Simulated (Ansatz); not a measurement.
**InSb, response to strain**

Base system: InSb in the zinc blende structure (space group F-43m, No. 216).

InSb is taken in the cubic space group F-43m (No. 216), the zinc blende structure, Pearson symbol cF8. Lattice parameters: a = b = c = 6.6351 Å, α = β = γ = 90.00°. In on 4a is coordinated by 4 Sb at 2.873 Å (tetrahedral). Sb on 4d is surrounded by 4 In at 2.873 Å (tetrahedral). (Neighbours: up to the widest gap in distance over summed covalent radii, below 1.35, at either atom; cation-cation and far metal-metal contacts left out.)
(The calculation used a cell of 2 atoms; values per cell refer to that cell.)

Strains are applied to the cell and any free atomic positions relax.

The values are results of DFT with PBE, PAW potentials and a 420 eV plane-wave cutoff in Ansatz (an electronic-structure program), no spin-orbit coupling, not measurements.

Candidates:
(a) isotropic strain −1.50 %
(b) isotropic strain +1.50 %
(c) isotropic strain +2.00 %
(d) isotropic strain +0.50 %

Notes on the quantities. energy relative to the base: free energy F.

Problem. Order them by energy relative to the base, lowest first.

Solution. (d) isotropic strain +0.50 % (+0.9 meV/atom), (b) isotropic strain +1.50 % (+8.0 meV/atom), (a) isotropic strain −1.50 % (+9.0 meV/atom), (c) isotropic strain +2.00 % (+14 meV/atom)

With Sb present, leaving out spin-orbit coupling can change the band edges. Whether these cells are dynamically stable was not tested. The final runs are not spin-polarised.
